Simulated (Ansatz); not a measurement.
Cl on the 1x1 (110) surface of bcc Mo, one in a 2x2 cell, energies for each (28.3 Å²). Energies are against ½ Cl2(g), without zero-point or thermal terms; each row is named by its start.

These are PBE (plane waves to 420 eV, PAW; Ansatz, a first-principles code) values and carry that method's errors.

Model: 17-atom slab, 6.5 Å thick at the start under the adsorbate (thin: gaps and levels are the slab's own), 6x6x1 mesh, Fermi-Dirac 0.1 eV, dipole correction, 8 atoms held, the rest relaxed; each run with such symmetry as its start has; no spin, no spin-orbit, no U, no dispersion correction.

A negative adsorption energy means that the adsorbate is more stable on the surface than in its reference. Heights count from the host atoms within 0.3 Å of the top one.

```tsv
starting site	E_ads (eV)	height (Å)	nearest host atom (Å)	bonded to	Δ work function (eV)	lateral drift (Å)
top Mo	-2.21	2.48	Mo 2.32	Mo	0.62	0.0
hollow Mo-Mo-Mo	-2.83	1.94	Mo 2.50	3 Mo	-0.14	0.2
bridge Mo-Mo (span 2.7 Å)	-2.66	2.11	Mo 2.49	2 Mo	0.15	0.0
bridge Mo-Mo (span 3.2 Å)	-2.62	1.94	Mo 2.52	4 Mo	-0.23	0.0
```
